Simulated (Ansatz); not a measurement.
Al3V (I4/mmm, No. 139; cell taken from a computed entry) was calculated with PBEsol in Ansatz (PAW).

Settings: plane-wave cutoff 500 eV, 20×20×20 k mesh, Fermi–Dirac smearing 0.1 eV, no spin polarisation, scalar-relativistic PAW data made under PBE.

Computed at the level's own relaxed cell.

Question: Predict the volume per atom, lattice parameter a and lattice parameter c.

Answer: 
- volume per atom = 14.41 Å³/atom
- lattice parameter a = 3.739 Å
- lattice parameter c = 8.247 Å

The run finds no gap.

Note: the relaxation could not lower the start's symmetry, so the cell can be a saddle point above a distorted one.

The computed numbers hold no vibrational or temperature effects.

It cost very roughly 4 core-minutes of CPU time.

Ansatz is a quantum-chemistry and plane-wave program.
